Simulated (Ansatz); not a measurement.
Al2O3 (Cmc2₁, No. 36, 10 atoms in the cell; start mp-754401; a measured phase of this formula has another space group) was calculated with r²SCAN+rVV10 (Ansatz, a program for electronic structure, plane waves, PAW).

Settings: plane-wave cutoff 560 eV, 8×8×8 k mesh, Fermi–Dirac smearing 0.01 eV, scalar-relativistic PAW data made under PBE.

Cell (relaxed at this level):

```yaml
crystal:
  lattice:
    - [4.83021, -2.74193, 0.00000]
    - [4.83021, 2.74193, 0.00000]
    - [0.00000, 0.00000, 4.91091]
  atoms:
    - { symbol: Al, position: [0.99470, 0.67045, 0.43126] }
    - { symbol: Al, position: [0.00530, 0.32955, 0.93126] }
    - { symbol: Al, position: [0.32955, 0.00530, 0.43126] }
    - { symbol: Al, position: [0.67045, 0.99470, 0.93126] }
    - { symbol: O, position: [0.77581, 0.22419, 0.99325] }
    - { symbol: O, position: [0.22419, 0.77581, 0.49325] }
    - { symbol: O, position: [0.90098, 0.66004, 0.08597] }
    - { symbol: O, position: [0.09902, 0.33996, 0.58597] }
    - { symbol: O, position: [0.33996, 0.09902, 0.08597] }
    - { symbol: O, position: [0.66004, 0.90098, 0.58597] }
```

Question: Give the computed band gap.

Answer: 
- band gap: 4.93 eV (on the SCF k mesh)

Note: the relaxation could not lower the start's symmetry, so the cell can be a saddle point above a distorted one.

Computed values are for the static lattice.

A start named mp-… is a Materials Project structure, which need not be a measured phase.
